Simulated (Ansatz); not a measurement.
The starting structures come from a database of crystals and need not be the phases stable at ambient conditions.

Data:

```
CELL_PARAMETERS angstrom
      5.72680     0.00000     0.00000
      0.00000     8.97855     0.00000
      0.00000     4.48927     2.59188
ATOMIC_POSITIONS crystal
  Mg 0.00000 0.00000 0.00000
  Al 0.30586 0.66667 0.00000
  Al 0.69414 0.33333 0.00000
  H  0.80166 0.16658 0.00000
  H  0.19834 0.83342 0.00000
  H  0.80166 0.16658 0.50027
  H  0.19834 0.83342 0.49973
  H  0.80166 0.66685 0.49973
  H  0.19834 0.33315 0.50027
  H  0.58612 0.66667 0.00000
  H  0.41388 0.33333 0.00000
```

The cell was relaxed by PBE-D3(BJ); by PBEsol it stands under a pressure of 0.6 GPa.

Transport runs along the normal of the first two printed cell vectors, the (110) plane of the conventional cell.

The gap is the functional's own, uncorrected, and κ follows it; spin-orbit coupling is left out. Mid-gap means the computed energy nearest the middle.

Question: Estimate the band gap and the smallest decay constant κ at mid-gap that Ansatz (a quantum-chemistry and plane-wave program) with PBEsol returns for this system.

Answer: Gap 4.29 eV on a 6×12×12 mesh; κ = 0.349 1/Å, at (0.333, 0.000) of the in-plane reciprocal vectors. At the zone centre the slowest state has κ = 0.36 1/Å.
